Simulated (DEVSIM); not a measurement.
Structure: abrupt Ge p-n junction, at 300 K.

Layer 1 from the left is Ge, thickness (μm) 65.0, Na (cm⁻³) 1.6e16, τn (s) 7.4e-6, τp (s) 7.4e-6. Layer 2 from the left is Ge, thickness (μm) 27.0, Nd (cm⁻³) 2e16, τn (s) 7.4e-6, τp (s) 7.4e-6.

Left contact: ohmic. Right contact: ohmic. Voltage is applied to the left contact. Recombination: SRH at mid-gap, radiative. Mobility is μmin + (μ − μmin)/(1 + (N/Nref)^α).

Constants are typed, rounded textbook-type inputs, not results; the design itself was drawn at random and stands for no fabricated device. Values at 300 K.

Ge: gap (eV) 0.664, affinity (eV) 4, permittivity 16, Nc (cm⁻³) 1.04e19, Nv (cm⁻³) 6e18, μn (cm²/Vs) 3900, μp (cm²/Vs) 1900, μn,min 150, μp,min 100, Nref,n 2.6e17, Nref,p 4e17, αn 0.56, αp 0.6, B (cm³/s) 6.4e-14.

Simulated with DEVSIM: 1D drift-diffusion, Boltzmann statistics, complete ionisation; no tunnelling, impact ionisation, image-force lowering or self-heating.

Dark forward current:

```tsv
|V| (V)	|J| (A/cm²)
0.05	0.0006746
0.10	0.005331
0.15	0.03747
0.20	0.2579
0.25	1.703
0.30	9.379
0.35	34.76
0.40	87.71
0.45	172.3
0.50	289.7
0.55	440.4
0.60	624.6
0.65	842.1
0.70	1093
0.75	1377
0.80	1695
0.85	2046
```

Question: Work out the local ideality factor n = ΔV / (kT/q · ln(J2/J1)) between the rows 0.15 and 0.20 V, 0.80 and 0.85 V.

Answer: kT/q = 25.85 mV. From 0.15 to 0.20 V: ln(0.2579/0.03747) = 1.929, n = 1.00, near the 1 of diffusion or emission over a barrier. From 0.80 to 0.85 V: ln(2046/1695) = 0.188, n = 10.28.

Question: Estimate the current at 0.20 V from the Shockley equation with J0 = Σ q ni² D/(N L) coth(W/L), τ joining the SRH, radiative and Auger lifetimes that are on, and W taken as the whole layer.

Answer: ni² = 4.36e26 cm⁻⁶; electrons in the p layer: μ = 3250 cm²/Vs, D = 84.0 cm²/s, τ = 7.34e-6 s, L = 248 μm, W/L = 0.26, term 5.77e-5 A/cm²; holes in the n layer: μ = 1640 cm²/Vs, D = 42.5 cm²/s, τ = 7.33e-6 s, L = 177 μm, W/L = 0.15, term 5.54e-5 A/cm². J0 = 0.000113 A/cm², and J = J0 exp(qV/kT) = 0.259 A/cm². The simulation gives 0.258 A/cm², the same within the digits that matter. The estimate leaves out recombination in the depletion region and that region's share of W.
